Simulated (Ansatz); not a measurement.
The starting structures come from a database of crystals and need not be the phases stable at ambient conditions.

Tunnelling through a barrier is set by its complex band structure: the current falls as exp(−2κd) with the smallest κ.

Input:

```
BiVZn2O6
1.0
    5.79875     0.00000     0.00000
    1.10827     6.84754     0.00000
   -1.33601    -0.92507     6.84174
V Zn Bi O
2 4 2 12
Direct
  0.22630   0.80400   0.38570
  0.77370   0.19600   0.61430
  0.27360   0.90930   0.90810
  0.72640   0.09070   0.09190
  0.71860   0.61190   0.17330
  0.28140   0.38810   0.82670
  0.21780   0.29770   0.28470
  0.78220   0.70230   0.71530
  0.13460   0.65970   0.87970
  0.86540   0.34030   0.12030
  0.13770   0.98550   0.22150
  0.86230   0.01450   0.77850
  0.64090   0.80890   0.99340
  0.35910   0.19110   0.00660
  0.66250   0.09380   0.38280
  0.33750   0.90620   0.61720
  0.98830   0.68320   0.39720
  0.01170   0.31680   0.60280
  0.55490   0.38170   0.69060
  0.44510   0.61830   0.30940
```

Space group of this cell: P-1. The cell is taken as given; by r2SCAN its mean pressure is -7.4 GPa.

Transport runs along the normal of the first two printed cell vectors.

No gap correction and no spin-orbit coupling; mid-gap values are interpolated between computed energies.

Compute, with Ansatz (a program for electronic structure) with r2SCAN, the band gap and the smallest decay constant κ at mid-gap.

Gap 2.81 eV on a 6×6×6 mesh; κ = 0.444 1/Å, at (0.167, 0.167) of the in-plane reciprocal vectors. At the zone centre, at the nearest computed energy, the slowest state has κ = 0.46 1/Å.
